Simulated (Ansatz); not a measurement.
Pt₃Zn (Pm-3m), PBEsol, DFPT electron-phonon coupling, linearised Boltzmann equation run with Ansatz (a first-principles code): phonon-limited resistivity 13.7 μΩ·cm at 300 K, 18.3 μΩ·cm at 400 K, current-weighted mean free path 6.0 nm, Drude plasma energy 6.44 eV.

Problem. Estimate the electronic thermal conductivity at 300 K by the Wiedemann-Franz law (L₀ = 2.44×10⁻⁸ W·Ω/K²).

Solution. L₀T/ρ = 2.44×10⁻⁸ × 300/(13.7×10⁻⁸) = 53.4 W/(m·K). Inelastic scattering puts the true Lorenz number somewhat under L₀ near and below the Debye temperature.

Problem. What temperature coefficient of resistance follows, and how does it compare with 1/T?

Solution. (ρ₄₀₀ − ρ₃₀₀)/(100 K × ρ₃₀₀) = 3.36×10⁻³ K⁻¹, against 1/T = 3.33×10⁻³ K⁻¹ for a resistivity proportional to T. Impurities would add a constant and lower it.

Problem. Estimate the resistivity of a 80 nm square wire with diffuse walls from ρ ≈ ρ₀(1 + 3ℓ/4d).

Solution. 1 + 0.75 × 6.0/80 = 1.06, so ρ ≈ 14.5 μΩ·cm and a line 1 μm long has 22.6 Ω. The formula is the free-electron limit for d well above ℓ; grain boundaries add to it.

A metal at this level (no band gap). Only scattering by harmonic phonons is included (no impurities, grain boundaries, electron-electron scattering or thermal expansion). Spin-orbit coupling is left out, which matters with elements this heavy. The run warned that the eigensolver left some states short of its tolerance. Halving the electron mesh (24x24x24) moves the resistivity by up to 1 % at 300 K, the mean free path by up to 6 %. Smearing 0.20 eV; phonons on a 4x4x4 q mesh, which this run doesn't test.

Formula and space group known from diffraction (Crystallography Open Database), not checked to be the room-temperature form: Pt3Zn (Pm-3m).
